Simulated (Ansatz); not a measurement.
Response to strain in SiO2

Take SiO2 in the rutile structure (space group P4_2/mnm, No. 136; a = 4.195 Å, c = 2.678 Å) as the base. Axes: x, y, z lie along a, b, c of the conventional cell.

Strains are applied to the cell and any free atomic positions relax; under biaxial strain the out-of-plane vector relaxes too.

The values are results of PBEsol (Ansatz, a quantum-chemistry and plane-wave program, PAW, no spin-orbit coupling), not measurements.

```csv
"biaxial strain, plane normal [001], relaxed out of plane (%)",band gap (eV)
-3,5.89
-2.4,5.78
-1.8,5.67
-1.2,?
-0.6,5.46
0,5.35
```

Problem. Fit E_g = E₀ + Dε (ε in %) to the rows shown and predict the withheld row.

Solution. Least squares on the printed values gives E₀ = 5.35 eV, D = -179 meV per % of strain (largest residual 0.00 eV); this predicts 5.57 eV, and the run gives 5.56 eV, in agreement.

Whether these cells are dynamically stable was not tested.
